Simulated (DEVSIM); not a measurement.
System: Pt/HfO2/n-Ge capacitor, at 250 K.

Layer 1 from the left is HfO2, thickness (nm) 2.20. Layer 2 from the left is Ge, thickness (nm) 5700, Nd (cm⁻³) 1.1e16.

Metal gate on the left, work function 5.6 eV. Fixed charge at the semiconductor interface 0 cm⁻² (in units of +e); interface traps 1e10 cm⁻² eV⁻¹, uniform in energy, neutral level at 0.5 of the gap above the valence band.

This is a model device: material constants are rounded textbook-type values typed into the input, and sizes, dopings and lifetimes were drawn at random. Values at 300 K; Nc and Nv go as T^1.5, mobilities as T to minus their exponent, the gap by Varshni's rule with the affinity fixed.

HfO2: gap (eV) 5.7, affinity (eV) 2.5, permittivity 22. Ge: gap (eV) 0.664, affinity (eV) 4, permittivity 16, Nc (cm⁻³) 1.04e19, Nv (cm⁻³) 6e18, Varshni α (eV/K) 0.000477, Varshni β (K) 235.

Simulated with DEVSIM: 1D Poisson equation in equilibrium, Boltzmann statistics, complete ionisation; no quantum confinement or tunnelling. Metal contacts follow the ideal Schottky-Mott rule: no Fermi-level pinning, no interface dipoles.

What does the simulation give for the threshold voltage (band bending 2φF), the minimum of the low-frequency capacitance?

threshold voltage (band bending 2φF) 1.04 V; minimum of the low-frequency capacitance 0.0664 μF/cm².
